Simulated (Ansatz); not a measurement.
GeS (model structure, started from the beta GaS type, P6₃/mmc, No. 194, 8 atoms in the cell) was calculated with PBEsol (PAW; Ansatz, a quantum-chemistry and plane-wave program).

Run with plane-wave cutoff 500 eV, 18×18×4 k mesh (along the axes of the cell as run), Fermi–Dirac smearing 0.05 eV, scalar-relativistic PAW data made under PBE.

Cell (relaxed at this level):

GeS is taken in the hexagonal space group P6₃/mmc (No. 194), Pearson symbol hP8. Cell: a = b = 3.4175 Å, c = 20.7190 Å, α = β = 90.00°, γ = 120.00°. Ge on 4f is surrounded by 3 S at 2.398 Å (trigonal pyramidal). S on 4f sees 3 Ge at 2.398 Å (trigonal pyramidal). (Neighbours: up to the widest gap in distance over summed covalent radii, below 1.35, at either atom.)

### Question
Give the computed band gap.

### Answer

band gap: 1.41 eV (on the SCF k mesh)

Note: the relaxation could raise the start's symmetry but not lower it, so the cell can be a saddle point; the cell has widely spaced layers and the level no dispersion term, so their spacing and the moduli can rest on weak binding.

Spin–orbit coupling is not included.

Computed values are for the static lattice.

It cost very roughly 19 core-minutes of CPU time.

A model structure was made by putting elements into a prototype or built by hand; it is no filed structure, need not be a known phase, and can be a saddle point held by its symmetry.
